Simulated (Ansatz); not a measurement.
## ZnO, response to strain

Consider ZnO in the wurtzite structure (space group P6_3mc, No. 186; a = 3.1869 Å, c = 5.1526 Å).

Strains are applied to the cell and any free atomic positions relax.

Level of theory: DFT with LDA, PAW potentials and a 420 eV plane-wave cutoff in Ansatz (a quantum-chemistry and plane-wave program), scalar-relativistic without spin-orbit coupling.

Notes on the quantities. energy relative to the base: free energy F.

```json
[
 {"isotropic strain (%)": "-3", "energy relative to the base (meV/atom)": "51.3"},
 {"isotropic strain (%)": "-2.4", "energy relative to the base (meV/atom)": "32.1"},
 {"isotropic strain (%)": "-1.8", "energy relative to the base (meV/atom)": "?"},
 {"isotropic strain (%)": "-1.2", "energy relative to the base (meV/atom)": "7.7"},
 {"isotropic strain (%)": "0", "energy relative to the base (meV/atom)": "0.0"}
]
```

### Question
Fit ΔE = Aε² + Bε³ (ε in %) to the rows shown and predict the withheld row.

### Answer
Least squares on the printed values gives A = 5.08 and B = -0.21 meV/atom (largest residual 0.0 meV/atom); this predicts 17.7 meV/atom, and the run gives 17.7 meV/atom, in agreement.

Stability against distortions was not tested.
